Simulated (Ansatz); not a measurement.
The parent structure is MoS₂ in the 3R-MoS2 type structure (space group R3m, No. 160; a = 3.116 Å, c = 17.356 Å (hexagonal axes); layered, stacked along the Cartesian z axis).

Perturbation: a hydrostatic pressure of 3 GPa.

Levels (all Ansatz, a program for electronic structure, PAW): PBEsol-D3(BJ) (420 eV, no SOC); r2SCAN (500 eV, no spin-orbit coupling); HSE06 (420 eV, scalar-relativistic without spin-orbit coupling).

At the geometry relaxed with PBEsol-D3(BJ), these levels gave the following band gaps, in shuffled order: (a) 0.47 eV, (b) 0.85 eV, (c) 0.33 eV.

**Question.** Match each gap to its level.

**Answer.** (a) r2SCAN; (b) HSE06; (c) PBEsol-D3(BJ).

Single points use the geometry relaxed with PBEsol-D3(BJ). HSE06 gaps are upper bounds (no full band path). Load acts through the strain it causes; cell and atoms are relaxed under it. No phonon test of stability was made.
